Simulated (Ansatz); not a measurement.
Candidates (primitive cells; geometry: relaxed with this functional, without spin-orbit coupling):
A. LaPt$_{2}$ (Fd-3m), a = 5.478 Å, b = 5.478 Å, c = 5.478 Å, α = 60.00°, β = 60.00°, γ = 60.00°
B. PtPb (P6_3/mmc), a = b = 4.294 Å, c = 5.479 Å, α = β = 90.00°, γ = 120.00°
C. Pt (Fm-3m), a = 2.7699 Å, b = 2.7699 Å, c = 2.7699 Å, α = 60.00°, β = 60.00°, γ = 60.00°
D. PtGa2 (Fm-3m), a = b = c = 4.1863 Å, α = β = γ = 60.00°
E. PtCu3 (Pm-3m), a = b = c = 3.668 Å, α = β = γ = 90.00°

Problem. Put the candidates in order of resistivity at 300 K, lowest first, for PBEsol, DFPT electron-phonon coupling, linearised Boltzmann equation (Ansatz, a first-principles code).

Solution. E (3.5 μΩ·cm), C (7.5 μΩ·cm), D (11.4 μΩ·cm), B (17.5 μΩ·cm), A (30 μΩ·cm)

Metals; harmonic phonons alone scatter; means over directions. Halving the electron mesh moves these values by up to 7 %; q meshes are mostly untested. Some of the runs warned that the eigensolver left states short of its tolerance. Spin-orbit coupling is left out.

Formula and space group known from diffraction (Crystallography Open Database), not checked to be the room-temperature form: LaPt2 (Fd-3m), PtCu3 (Pm-3m), PtGa2 (Fm-3m), PtPb (P6_3/mmc). The missing spin-orbit coupling matters most for LaPt2 (Fd-3m), Pt (Fm-3m), PtCu3 (Pm-3m), PtGa2 (Fm-3m), PtPb (P6_3/mmc).
